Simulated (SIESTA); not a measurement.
Worked example: self-consistent single point of TaCr₂ (Fd-3m, 6 atoms in the cell) in SIESTA.

Level of theory: SIESTA with LDA PW92, numerical atomic orbitals DZP, PseudoDojo LDA standard norm-conserving potentials (rewritten from UPF to PSML).

The change in words: lattice scaled by 0.98. Reference geometry:
```xyz
6
Lattice="0.0000 3.4490 3.4490 3.4490 0.0000 3.4490 3.4490 3.4490 0.0000" Properties=species:S:1:pos:R:3 pbc="T T T"
Ta     5.1734     5.1734     5.1734
Ta     3.4490     3.4490     3.4490
Cr     2.5867     2.5867     0.8622
Cr     2.5867     0.8622     2.5867
Cr     0.8622     0.8622     0.8622
Cr     0.8622     2.5867     2.5867
```

Reference input (self-consistent single point, DFT, LDA PW92, numerical atomic orbitals DZP, PseudoDojo LDA standard norm-conserving potentials (rewritten from UPF to PSML)): XC.functional = LDA; XC.authors = PW92; potentials = PseudoDojo LDA standard; PAO.BasisSize = DZP; PAO.EnergyShift = 0.01 Ry; MeshCutoff = 300 Ry; kgrid.MonkhorstPack = 8 8 8; OccupationFunction = MP; OccupationMPOrder = 0; ElectronicTemperature = 100 meV; MaxSCFIterations = 150; SCF.Mixer.Method = Broyden. This run's input differs from it in these lines:

```diff
@@ -12,5 +12,5 @@
 %block LatticeVectors
-     0.000000000    3.448955000    3.448955000
-     3.448955000    0.000000000    3.448955000
-     3.448955000    3.448955000    0.000000000
+     0.000000000    3.379976000    3.379976000
+     3.379976000    0.000000000    3.379976000
+     3.379976000    3.379976000    0.000000000
 %endblock LatticeVectors
@@ -18,8 +18,8 @@
 %block AtomicCoordinatesAndAtomicSpecies
-     5.173432500    5.173432500    5.173432500  1
-     3.448955000    3.448955000    3.448955000  1
-     2.586716250    2.586716250    0.862238750  2
-     2.586716250    0.862238750    2.586716250  2
-     0.862238750    0.862238750    0.862238750  2
-     0.862238750    2.586716250    2.586716250  2
+     5.069964000    5.069964000    5.069964000  1
+     3.379976000    3.379976000    3.379976000  1
+     2.534982000    2.534982000    0.844994000  2
+     2.534982000    0.844994000    2.534982000  2
+     0.844994000    0.844994000    0.844994000  2
+     0.844994000    2.534982000    2.534982000  2
 %endblock AtomicCoordinatesAndAtomicSpecies
```

Output, abridged:

```
        iscf     Eharris(eV)        E_KS(eV)     FreeEng(eV)     dDmax    Ef(eV) dHmax(eV)
   scf:    1   -13001.701272   -13161.082424   -13161.108384  1.350793 -0.956566 24.562575
   scf:    2   -13170.132752   -13210.575349   -13210.589311  1.282388 -2.953384 13.523443
   scf:    3   -13221.216035   -13220.445927   -13220.464934  0.208385 -2.668355  4.450976
   scf:    4   -13222.415117   -13222.706310   -13222.733280  0.245877 -3.716393  2.086934
   scf:    5   -13222.383674   -13223.030601   -13223.056884  0.089960 -3.407860  1.118053
   [... 3 lines left out ...]
   scf:    9   -13223.186331   -13223.183479   -13223.209255  0.001899 -3.513295  0.139914
   scf:   10   -13223.186801   -13223.185813   -13223.211571  0.003255 -3.525092  0.028688
   scf:   11   -13223.186015   -13223.185957   -13223.211674  0.000482 -3.525965  0.001119
   scf:   12   -13223.185955   -13223.185956   -13223.211674  0.000019 -3.526187  0.000683
SCF Convergence by DM+H criterion
max |DM_out - DM_in|         :     0.0000192703
max |H_out - H_in|      (eV) :     0.0006833287
SCF cycle converged after 12 iterations

Using DM_out to compute the final energy and forces

siesta: E_KS(eV) =           -13223.1860

siesta: E_KS - E_eggbox =    -13223.1860

siesta: Atomic forces (eV/Ang):
     1    0.000000   -0.000000   -0.000000
     2   -0.000000    0.000000    0.000000
     3   -0.000000   -0.000000   -0.000000
     4   -0.000000    0.000000    0.000000
     5    0.000000    0.000000   -0.000000
     6    0.000000   -0.000000    0.000000
   Tot   -0.000000    0.000000   -0.000000
   Max    0.000000
   Res    0.000000    sqrt( Sum f_i^2 / 3N )
   Max    0.000000    constrained

   [... lines left out ...]
siesta: FreeEng =    -13223.211674
siesta: Cell volume =         77.227299 Ang**3
siesta:          23.28775807         23.28775523  kBar
   [... lines left out ...]
              0.363   1.047   1.047   0.925   1.047   0.925  -0.018  -0.018

             -0.006  -0.018  -0.006

mulliken: Qtot =       82.000

Mulliken Atomic Populations:
Atom #   charge [q] valence [e]  Species
     1     0.568122   12.431878  Ta
     2     0.568122   12.431878  Ta
     3    -0.284074   14.284074  Cr
     4    -0.284072   14.284072  Cr
     5    -0.284050   14.284050  Cr
     6    -0.284048   14.284048  Cr
 Total     0.000000
```

The run converged in 12 iterations. Against the reference run the free energy goes down by 31.1 meV/atom and the pressure goes from -13.65 to 2.33 GPa.

The starting cell comes from a database of computed structures (which also holds hypothetical and non-ambient phases and stackings), without a prior relaxation at this level. For this run, on top of that: lattice scaled by 0.98. Spin polarisation is off. Values carry the incompleteness of an atom-centred basis.

Cost on one core of a shared machine: roughly 90 s.
